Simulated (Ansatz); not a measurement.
**How far PBE and PBEsol part for WC, C → Si**

The reference is WC (space group P-6m2, No. 187; a = 2.922 Å, c = 2.847 Å).

(Cell as relaxed with PBE.)

Levels (all Ansatz, a first-principles code, PAW): PBE (420 eV, no SOC); PBEsol (420 eV, spin-orbit coupling left out).

Each level relaxes its own structure.

```tsv
base	PBE	PBEsol
volume per atom	10.52 Å³	10.29 Å³
lattice parameter a	2.922 Å	2.898 Å
band gap	zero	zero
```

Now apply this change: every C is replaced by Si; the structure is relaxed again.

```csv
quantity,PBE,PBEsol
volume per atom,15.05 Å³,?
c/a ratio,1.120,?
```

Task: Given the PBE results, estimate those of PBEsol.

Result: 
- volume per atom, PBEsol: 14.66 Å³
- c/a ratio, PBEsol: 1.130

PBE's volume per atom lies 0.39 Å³ above PBEsol's (2.7 %); PBE's c/a ratio lies 0.010 below PBEsol's. Neither level is exact; PBEsol is the comparison here, not a measurement.

Stability against distortions was not tested. As relaxed here, WSi is a hypothetical phase, not in the database extracts checked. The final runs are not spin-polarised.
